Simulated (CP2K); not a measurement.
# CP2K run on KSr3 (Fm-3m, 4 atoms in the cell): self-consistent single point

Computed with LDA (Pade form), GPW, DZVP-MOLOPT-SR-GTH basis, GTH-PADE potentials (GTH_POTENTIALS) (CP2K).

Input as run:

```
&GLOBAL
  PROJECT ksr3
  RUN_TYPE ENERGY_FORCE
  PRINT_LEVEL LOW
&END GLOBAL
&FORCE_EVAL
  METHOD Quickstep
  STRESS_TENSOR ANALYTICAL
  &DFT
    BASIS_SET_FILE_NAME BASIS_MOLOPT
    POTENTIAL_FILE_NAME GTH_POTENTIALS
    &QS
      METHOD GPW
      EPS_DEFAULT 1E-10
    &END QS
    &MGRID
      CUTOFF 500
      REL_CUTOFF 60
      NGRIDS 5
    &END MGRID
    &SCF
      SCF_GUESS ATOMIC
      EPS_SCF 1E-6
      MAX_SCF 100
      ADDED_MOS 7
      &DIAGONALIZATION
        ALGORITHM STANDARD
      &END DIAGONALIZATION
      &MIXING
        METHOD BROYDEN_MIXING
        ALPHA 0.2
        NBUFFER 10
        BETA 1.5
      &END MIXING
      &SMEAR ON
        METHOD FERMI_DIRAC
        ELECTRONIC_TEMPERATURE [K] 580.23
      &END SMEAR
    &END SCF
    &KPOINTS
      SCHEME MONKHORST-PACK 5 5 5
    &END KPOINTS
    &XC
      &XC_FUNCTIONAL PADE
      &END XC_FUNCTIONAL
    &END XC
    &PRINT
      &MO
        EIGENVALUES T
        OCCUPATION_NUMBERS T
        NDIGITS 8
        FILENAME mo
        &EACH
          QS_SCF 0
        &END EACH
        ADD_LAST NUMERIC
      &END MO
      &MULLIKEN OFF
      &END MULLIKEN
    &END PRINT
  &END DFT
  &SUBSYS
    &CELL
      ABC 7.03104100 7.03104115 7.03104139
      ALPHA_BETA_GAMMA 59.99999574 59.99999711 59.99999598
      PERIODIC XYZ
    &END CELL
    &COORD
      K        0.00000000     0.00000000     0.00000000
      Sr       3.51552075     2.02968675     1.43520525
      Sr      10.54656225     6.08906025     4.30561575
      Sr       7.03104150     4.05937350     2.87041050
    &END COORD
    &KIND K
      BASIS_SET DZVP-MOLOPT-SR-GTH-q9
      POTENTIAL GTH-PADE-q9
    &END KIND
    &KIND Sr
      BASIS_SET DZVP-MOLOPT-SR-GTH-q10
      POTENTIAL GTH-PADE-q10
    &END KIND
  &END SUBSYS
  &PRINT
    &FORCES ON
    &END FORCES
    &STRESS_TENSOR ON
    &END STRESS_TENSOR
  &END PRINT
&END FORCE_EVAL
```

The program printed (abridged):

```
 GLOBAL| Method name                                                        CP2K
 GLOBAL| Project name                                                       ksr3
 GLOBAL| Run type                                                   ENERGY_FORCE

 TOTAL NUMBERS AND MAXIMUM NUMBERS

  Total number of            - Atomic kinds:                                   2
                             - Atoms:                                          4
                             - Shell sets:                                     4
                             - Shells:                                        24
                             - Primitive Cartesian functions:                 24
                             - Cartesian basis functions:                     60
                             - Spherical basis functions:                     56

  Maximum angular momentum of- Orbital basis functions:                        2
                             - Local part of the GTH pseudopotential:          2
                             - Non-local part of the GTH pseudopotential:      3

 SCF PARAMETERS         Density guess:                                    ATOMIC
                        max_scf:                                             100
                        max_diis:                                              4
                        eps_scf:                                        1.00E-06
                        eps_diis:                                       1.00E-01
                        eps_eigval:                                     1.00E-05
                        level_shift [a.u.]:                             0.000000
                        added MOs                                         7    0
                        Mixing method:                            BROYDEN_MIXING
                                                charge density mixing in g-space
                        Smear method:                                FERMI_DIRAC
                        Electronic temperature [K]:                        580.2
                        Electronic temperature [a.u.]:                  1.84E-03
                        Accuracy threshold:                             1.00E-10
                        No outer SCF

 Extrapolation method: initial_guess

 Number of electrons:                                                         39
 Number of occupied orbitals:                                                 20
 Number of molecular orbitals:                                                27

 Number of orbital functions:                                                 56
 Number of independent orbital functions:                                     56

 SCF WAVEFUNCTION OPTIMIZATION

  Step     Update method      Time    Convergence         Total energy    Change
     1 NoMix/Diag. 0.20E+00      -     1.37767826      -120.5863006639 -1.21E+02
     2 Broy./Diag. 0.20E+00      -     0.00138199      -120.6105849668 -2.43E-02
     3 Broy./Diag. 0.20E+00      -     0.01521467      -120.4299822873  1.81E-01
     4 Broy./Diag. 0.20E+00      -     0.00964901      -120.4058393443  2.41E-02
     5 Broy./Diag. 0.20E+00      -     0.01942243      -120.4272913482 -2.15E-02
     6 Broy./Diag. 0.20E+00      -     0.00519548      -120.4094999716  1.78E-02
     7 Broy./Diag. 0.20E+00      -     0.00649812      -120.3980229924  1.15E-02
   [... 8 lines left out ...]
    16 Broy./Diag. 0.20E+00      -     0.00000185      -120.3972878347 -8.28E-06
    17 Broy./Diag. 0.20E+00      -     0.00000441      -120.3972954383 -7.60E-06
    18 Broy./Diag. 0.20E+00      -     0.00000142      -120.3972979125 -2.47E-06
    19 Broy./Diag. 0.20E+00      -     0.00000213      -120.3973009480 -3.04E-06
    20 Broy./Diag. 0.20E+00      -     0.00000030      -120.3973000760  8.72E-07

  *** SCF run converged in    20 steps ***

  Electronic density on regular grids:        -38.9999999996        0.0000000004
  Core density on regular grids:               38.9999999967       -0.0000000033
  Total charge density on r-space grids:       -0.0000000030
  Total charge density g-space grids:          -0.0000000030

  Overlap energy of the core charge distribution:               0.00000000000000
  Self energy of the core charge distribution:               -233.43344019288418
  Core Hamiltonian energy:                                     51.28503554761416
  Hartree energy:                                              78.54327602641787
  Exchange-correlation energy:                                -16.79132318517457
  Electronic entropic energy:                                  -0.00084827201095
  Fermi energy:                                                 0.10942093759520

  Total energy:                                              -120.39730007602992
  Total energy (extrapolated to T->0):                       -120.39687594002444

 ENERGY| Total FORCE_EVAL ( QS ) energy [hartree]           -120.397297571697322

 FORCES| Atomic forces [hartree/bohr]
 FORCES|   Atom     x               y               z               |f|
 FORCES|      1 -3.77593640E-11 -1.51964901E-08  1.06855913E-08   1.85773141E-08
 FORCES|      2  4.23308512E-10  1.06268557E-07  6.27580024E-08   1.23416986E-07
 FORCES|      3 -3.83439543E-10 -1.17453981E-08 -4.15877544E-08   4.32162321E-08
 FORCES|      4  4.19083826E-12 -7.93222243E-08 -3.18524353E-08   8.54786109E-08
 FORCES| Sum     6.30044368E-12  4.44485817E-12  3.40403018E-12
 FORCES| Total atomic force                                       8.42850972E-12

 STRESS| Analytical stress tensor [bar]
 STRESS|                        x                   y                   z
 STRESS|      x       -1.25062212071E+04  -7.92241176110E-03  -5.60171365605E-03
 STRESS|      y       -7.92241176110E-03  -1.25056836211E+04   1.01078593492E-01
 STRESS|      z       -5.60171365605E-03   1.01078593492E-01  -1.25058786129E+04
 STRESS| 1/3 Trace                                            -1.25059278137E+04
```

The run converged in 20 iterations.

The starting cell comes from a database of computed structures (which also holds hypothetical and non-ambient phases and stackings), without a prior relaxation at this level. Its lattice was rescaled by a random factor within 2.5 % of one. Values carry the incompleteness of an atom-centred basis.
